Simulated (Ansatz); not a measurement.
The parent structure is Al2O3 in the corundum structure (space group R-3c, No. 167; a = 4.729 Å, c = 12.892 Å (hexagonal axes)). Axes: x lies along a and z along c of the hexagonal cell.

Level of theory: Kohn–Sham DFT with the LDA functional, run in Ansatz (an electronic-structure program) with PAW and 420 eV plane waves, no spin-orbit coupling.

For the base:

- Valence-band top at Γ: 0.00, -0.04, -0.04 eV
- Band gap: 6.43 eV

Modification: the cell is compressed by 0.75 % along z with no lateral relaxation, atoms relaxed at fixed cell.

Task: What does the calculation give for the valence-band top at Γ and band gap after the change?

Result: The valence-band top at Γ (three highest levels, from the VBM) changes from 0.00, -0.04, -0.04 eV to 0.00, -0.11, -0.11 eV; the band gap increases by 0.03 eV, from 6.43 eV to 6.46 eV.

The cells carry an imposed strain or load. Whether these cells are dynamically stable was not tested.
